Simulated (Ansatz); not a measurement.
## Effect of holes 3.0×10^21 cm⁻³ on SiSe2

Take SiSe$_{2}$ (space group Ibam, No. 72; a = 6.6149 Å, b = 11.2691 Å, c = 5.9326 Å; made of chains) as the base.

Now apply this change: hole doping at 3.0×10^21 cm⁻³ (0.663 per cell), with a uniform compensating background at fixed cell and a 300 K Fermi–Dirac width.

Computed with Ansatz (a first-principles code), PBE, PAW, cutoff 420 eV, no SOC. Settings: 11×11×11 k-points, 0.0259 eV Fermi–Dirac smearing.

```csv
quantity,base,changed,shift
gap between the host's bands,2.22 eV,2.39 eV,+0.17 eV
gap character,"indirect, Σ₀–Γ (12 % along) → G₀–X (25 % along)","indirect, k = (0.273, -0.273, -0.273) in the run's primitive reciprocal basis → G₀–X (25 % along)",–
Fermi level relative to the doped band's edge (positive inside the band; to 0.05 eV),–,+0.20 eV,–
```

Final structure:

```
CELL_PARAMETERS angstrom
     -3.30744     5.63456     2.96628
      3.30744    -5.63456     2.96628
      3.30744     5.63456    -2.96628
ATOMIC_POSITIONS crystal
  Se 0.39036 0.30994 0.70030
  Se 0.89036 0.19006 0.08042
  Se 0.10964 0.80994 0.91958
  Se 0.60964 0.69006 0.29970
  Si 0.25000 0.25000 0.00000
  Si 0.75000 0.75000 0.00000
```
Cell charge +0.663355.

Charged cell with a jellium background: band edges are those of the host's band count, energies are not comparable with the neutral cell, and many-body gap narrowing is missing. No phonon test of stability was made. No dispersion term is included, though the crystal is made of layers, chains or molecules, so its spacings can come out too wide.
